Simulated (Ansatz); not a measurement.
**ZnS (P6_3mc): band-edge transport data**

Consider the following.

```xyz
4
Lattice="3.8136 0.0000 0.0000 -1.9068 3.3027 0.0000 0.0000 0.0000 6.0117" Properties=species:S:1:pos:R:3 pbc="T T T"
Zn     0.0000     2.2018    -0.0220
Zn     1.9068     1.1009     2.9838
S      0.0000     2.2018     2.2764
S      1.9068     1.1009     5.2823
```

The numbers are results of PBE with spin-orbit coupling, rigid bands (plane waves, PAW; Ansatz, a first-principles code), not measurements. Condition of this run: uniaxial stress along c of 4 GPa (compression positive) (the target of the relaxation). Geometry: cell and atoms relaxed with PBEsol, then loaded as said.

| Property | Value |
|---|---|
| band gap | 2.36 eV |
| electron conductivity mass (300 K, dilute) | 0.195 mₑ |
| hole conductivity mass (300 K, dilute) | 1.38 (x), 1.38 (y), 0.39 (z) mₑ |
| effective density of states N_c (300 K) | 2.2e18 cm⁻³ |
| effective density of states N_v (300 K) | 2.0e19 cm⁻³ |
| density-of-states mass, electrons | 0.194 mₑ |
| density-of-states mass, holes | 0.86 mₑ |
| Seebeck coefficient, n-type 1e19 cm⁻³, 300 K | -112 μV/K |
| best n-type power factor at 300 K for τ = 10 fs (best axis; densities from 1e16 to 1e21 cm⁻³ tried, whether or not they can be reached) | 3.2 μW/(cm·K²) at 3e20 cm⁻³ |
| Seebeck coefficient, p-type 1e19 cm⁻³, 300 K | 298 μV/K |

Rigid bands; masses and Seebeck coefficients take one relaxation time τ for all states and one kind of carrier; polarons and phonon drag are left out. Geometry: cell and atoms relaxed with PBEsol.
